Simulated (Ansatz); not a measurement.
Density of states of SiO2 (P4_32_12, 36 atoms in the cell).

```
CELL_PARAMETERS angstrom
      7.52579     0.00000     0.00000
      0.00000     7.52579     0.00000
      0.00000     0.00000     8.68358
ATOMIC_POSITIONS crystal
  Si 0.91597 0.08403 0.25000
  Si 0.41597 0.41597 0.00000
  Si 0.08403 0.91597 0.75000
  Si 0.58403 0.58403 0.50000
  Si 0.37980 0.82611 0.99700
  Si 0.67389 0.87980 0.74700
  Si 0.62020 0.17389 0.49700
  Si 0.32611 0.12020 0.24700
  Si 0.87980 0.67389 0.25300
  Si 0.17389 0.62020 0.50300
  Si 0.12020 0.32611 0.75300
  Si 0.82611 0.37980 0.00300
  O  0.37609 0.94463 0.15051
  O  0.55537 0.87609 0.90051
  O  0.62391 0.05537 0.65051
  O  0.44463 0.12391 0.40051
  O  0.87609 0.55537 0.09949
  O  0.05537 0.62391 0.34949
  O  0.12391 0.44463 0.59949
  O  0.94463 0.37609 0.84949
  O  0.37960 0.61590 0.45372
  O  0.88410 0.87960 0.20372
  O  0.62040 0.38410 0.95372
  O  0.11590 0.12040 0.70372
  O  0.87960 0.88410 0.79628
  O  0.38410 0.62040 0.04628
  O  0.12040 0.11590 0.29628
  O  0.61590 0.37960 0.54628
  O  0.79648 0.13625 0.39673
  O  0.36375 0.29648 0.14673
  O  0.20352 0.86375 0.89673
  O  0.63625 0.70352 0.64673
  O  0.29648 0.36375 0.85327
  O  0.86375 0.20352 0.10327
  O  0.70352 0.63625 0.35327
  O  0.13625 0.79648 0.60327
```

Computed with PBEsol, default PAW files made with PBE (plane waves; Ansatz, a program for electronic structure).

SCF settings: kpoints.mp_grid.grid = 4 4 3; hamiltonian.xc = pbesol; hamiltonian.pseudopotentials = {kind: paw} (the program's default PAW files); scf.occupations.method = gaussian; scf.occupations.width = 0.01 eV. Keys of the DOS step: output.dos.nscf_kmesh.grid = 6 6 5; output.dos.method = {smearing: {sigma: 0.02}} eV.

The starting cell comes from a database of computed structures (which also holds hypothetical and non-ambient phases and stackings), without a prior relaxation at this level.

Total DOS (both spins), as means of the tabulated values in each energy bin; the zero is the program's Fermi level or highest filled level, and the curve is cut to this window:

(E (eV), states/eV/cell): (-7.80, 27.1); (-7.40, 0.00); (-7.00, 0.00); (-6.60, 0.00); (-6.20, 10.8); (-5.80, 22.0); (-5.40, 32.8); (-5.00, 29.3); (-4.60, 36.1); (-4.20, 30.0); (-3.80, 19.4); (-3.40, 28.7); (-3.00, 31.0); (-2.60, 0.00); (-2.20, 0.00); (-1.80, 0.00); (-1.40, 0.00); (-1.00, 0.00); (-0.60, 0.00); (-0.20, 0.00); (0.20, 0.00); (0.60, 0.00); (1.00, 0.00); (1.40, 0.00); (1.80, 0.00); (2.20, 0.00); (2.60, 0.00); (3.00, 0.53); (3.40, 1.27); (3.80, 1.70); (4.20, 3.12); (4.60, 2.78); (5.00, 4.28); (5.40, 6.81); (5.80, 15.7)

The gap on the SCF mesh is 5.69 eV.

Keys are those of Ansatz 0.2.
